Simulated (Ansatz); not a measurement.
Data:

```
Al2Au
1.0
    0.00000     3.03030     3.03030
    3.03030     0.00000     3.03030
    3.03030     3.03030     0.00000
Al Au
2 1
Cartesian
  1.51515   1.51515   1.51515
  4.54545   4.54545   4.54545
  0.00000   0.00000   0.00000
```

Level of theory: PBE, DFPT electron-phonon coupling, linearised Boltzmann equation (plane waves, PAW, scalar-relativistic; Ansatz, a quantum-chemistry and plane-wave program). Condition of this run: functional PBE, cell relaxed with it. Cell: relaxed with this functional, without spin-orbit coupling.

Q: Estimate the phonon-limited resistivity at 300 K, by direction if it differs.

A: 6.6 μΩ·cm.

Q: How long is the mean free path there?

A: 17.4 nm, weighted by the current that each state carries. Wires not much wider than this gain resistivity from their walls.

A metal at this level (no band gap). Only scattering by harmonic phonons is included (no impurities, grain boundaries, electron-electron scattering or thermal expansion). Spin-orbit coupling is left out, which matters with elements this heavy. Halving the electron mesh (24x24x24) moves the resistivity by up to 8 % at 300 K, the mean free path by up to 3 %. Smearing 0.20 eV; phonons on a 4x4x4 q mesh, which this run doesn't test.
